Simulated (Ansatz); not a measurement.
Results of LDA (Ansatz, a program for electronic structure, PAW) for CoSn (P6/mmm, No. 191, 6 atoms in the cell; start mp-20536).

Settings: plane-wave cutoff 520 eV, 12×12×14 k mesh (along the axes of the cell as run), Fermi–Dirac smearing 0.05 eV, no spin polarisation, scalar-relativistic PAW data made under PBE.

Cell (relaxed at this level):

Space group P6/mmm (No. 191); a = 5.171 Å, b = 5.171 Å, c = 4.125 Å, α = 90.00°, β = 90.00°, γ = 120.00°

| atom | site | symmetry | x | y | z |
|---|---|---|---|---|---|
| Co | 3f | mmm | 0.0000 | 0.5000 | 0.0000 |
| Sn | 2d | -6m2 | 0.3333 | 0.6667 | 0.5000 |
| Sn | 1a | 6/mmm | 0.0000 | 0.0000 | 0.0000 |

Problem. Estimate the bulk modulus B0 that the calculation returns.

Solution. 
- bulk modulus B0: 158 GPa

The run finds no gap.

Note: the bulk modulus is −V dP/dV from two relaxed cells at ±2 % in volume; the relaxation could not lower the start's symmetry, so the cell can be a saddle point above a distorted one.

Spin–orbit coupling is not included.

A start named mp-… is a Materials Project structure, which need not be a measured phase.
